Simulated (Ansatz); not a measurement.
For As (model structure, from the C4 type, I4₁32, No. 214), PBEsol (PAW; Ansatz, a first-principles code) gives:

* **lattice parameter a**: 6.903 Å
* **bulk modulus**: 32.4 GPa
* **cohesive energy**: 2.64 eV/atom

What does r²SCAN (Ansatz, PAW) give for the same quantities?


- lattice constant a: 6.898 Å (shrinks by 0.1 %)
- bulk modulus: 32.2 GPa (stays essentially unchanged)
- cohesive energy: 2.13 eV/atom (drops by 0.51 eV/atom)

Changes are worked out from the printed values.

Unless a cell is named, each level is at its own relaxed cell (PBEsol 41.11, r²SCAN 41.03 Å³/atom).

Caveats: the bulk modulus is −V dP/dV from two relaxed cells at ±2 % in volume (PBEsol, r²SCAN). Ansatz's density-functional and Hartree–Fock values are scalar-relativistic unless marked +SOC, with PAW data made under PBE.

A model structure was made by putting elements into a prototype or built by hand; it is no filed structure, need not be a known phase, and can be a saddle point held by its symmetry.
